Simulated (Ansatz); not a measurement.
System: Sc-vacancy pair (Sc on one host Ga site, one Ga site vacant) in wurtzite GaN (charge state -3). Calculation: PBE, PAW (plane waves to 420 eV; Ansatz, a program for electronic structure).

Cell of 72 host sites held at the relaxed PBE lattice; one k-point at (0.125, 0.250, 0.250); Fermi-Dirac width 0.01 eV, spin-restricted; finite-size errors left in. Static, classical nuclei. The charge state is imposed; whether it is stable for some Fermi level was not computed. Forms of the defect that were not tried may lie lower.

Barriers: single points on a 2×2×2 k-point mesh shifted by half a step along c at the bands' geometries (they differ from the bands' own by up to 0.05 eV, and are uncertain by about as much).

A. one Ga atom jumps into the vacancy from a nearby Ga site (Sc-vacancy distance between ideal sites 3.21 → 5.24 Å); the atom moves 3.11 Å along (-0.32, 0.32, -0.48) of the unit cell; the moving atom starts with neighbours N at 1.86, 2 N at 1.98, N at 2.04 Å and ends with N at 1.88, N at 1.97, 2 N at 2.02 Å; the start lies 0.21 eV above the lowest site run; saddle order first order.
B. the Sc atom itself jumps into the vacancy (Sc-vacancy distance between ideal sites 3.21 Å throughout); the atom moves 3.02 Å along (-0.32, 0.31, 0.47) of the unit cell; the moving atom starts with neighbours N at 1.96, N at 2.09, 2 N at 2.10 Å and ends with N at 1.93, 2 N at 2.08, N at 2.15 Å; the start lies 0.21 eV above the lowest site run; saddle order first order.
C. one Ga atom jumps into the vacancy from a nearby Ga site (Sc-vacancy distance between ideal sites 3.21 → 4.55 Å); the atom moves 3.10 Å along (-0.97, -0.96, 0.01) of the unit cell; the moving atom starts with neighbours N at 1.87, 2 N at 1.98, N at 2.00 Å and ends with N at 1.87, N at 1.97, 2 N at 1.99 Å; the start lies 0.21 eV above the lowest site run; saddle order first order.

Order them by forward barrier (lowest first) at the level PBE, PAW.

B (1.40 eV), A (1.68 eV), C (2.20 eV)
